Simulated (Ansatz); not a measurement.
System: B20 (FeSi-type) FeGe. Method: PBEsol (Ansatz, an electronic-structure program, plane waves, PAW).

Settings: plane-wave cutoff 520 eV, 14×14×14 k mesh, Fermi–Dirac smearing 0.013 eV (set by the program), spin-polarised with parallel moments, scalar-relativistic PAW data made under PBE.

Computed at the level's own relaxed cell.

```xyz
8
Lattice="4.5965 0.0000 0.0000 0.0000 4.5965 0.0000 0.0000 0.0000 4.5965" Properties=species:S:1:pos:R:3 pbc="T T T"
Fe     3.9706     2.9241     1.6724
Fe     1.6724     3.9706     2.9241
Fe     0.6259     0.6259     0.6259
Fe     2.9241     1.6724     3.9706
Ge     0.7266     1.5717     3.0248
Ge     3.0248     0.7266     1.5717
Ge     3.8700     3.8700     3.8700
Ge     1.5717     3.0248     0.7266
```

Question: Give the elastic tensor (Voigt notation, GPa, ions relaxed, in the Cartesian axes of the cell as printed).

Answer: 
```
  292.5   132.3   132.3     0.0     0.0     0.0
  132.3   292.5   132.3     0.0     0.0     0.0
  132.3   132.3   292.5     0.0     0.0     0.0
    0.0     0.0     0.0   107.2     0.0     0.0
    0.0     0.0     0.0     0.0   107.2     0.0
    0.0     0.0     0.0     0.0     0.0   107.2
```

Note: the collinear magnetic order is the start's and need not be the measured one.
